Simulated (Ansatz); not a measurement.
# GeH3 on the (111) surface of germanium (2x2 Ge adatom at T4; a constructed slab, bottom: 4 H on 4 bottom sites), one in a cell of 57 Å², started at the site 'top Ge'

Level of theory: PBE (plane waves to 420 eV, PAW; Ansatz, a first-principles code).

Model: 41-atom slab, 13.7 Å thick at the start with caps and adatoms under the adsorbate (thin: gaps and levels are the slab's own), 3x3x1 mesh, Fermi-Dirac 0.01 eV, dipole correction, 20 atoms held, the rest relaxed; held to the start's symmetry, so lower structures may exist; spin-polarised, ending with about 0.5 μB a cell, a value that depends on the mesh; orders that need a larger cell were not tried, no spin-orbit, no U, no dispersion correction. The slab shows no gap over 0.04 eV on its mesh. At the end it is bonded to Ge. In PBE this state lies 0.57 eV over the lowest of the starts that converged ('top Ge #2').

| Item | Result |
|---|---|
| adsorption energy against GeH4(g) − ½ H2(g) | -0.89 kcal/mol |
| work function of the top face | 4.74 eV |
| change of the work function | 0.36 eV |
| change of the step from the bottom to the top vacuum level, against the clean slab | 0.17 eV |
| energy released by relaxation | 0.30 eV |
| height of the binding atom over the mean of the host atoms within 0.3 Å of the top one | 2.486 Å |
| nearest host atoms of the binding atom | Ge at 2.49 Å, Ge at 4.59 Å, Ge at 4.59 Å |
| largest move of a host atom | 0.23 Å |
| caution | the clean host was not checked against rearrangement in a larger or rattled cell |
| cost | around 18 core-minutes (rough) |

A negative adsorption energy means that the adsorbate is more stable on the surface than in its reference.
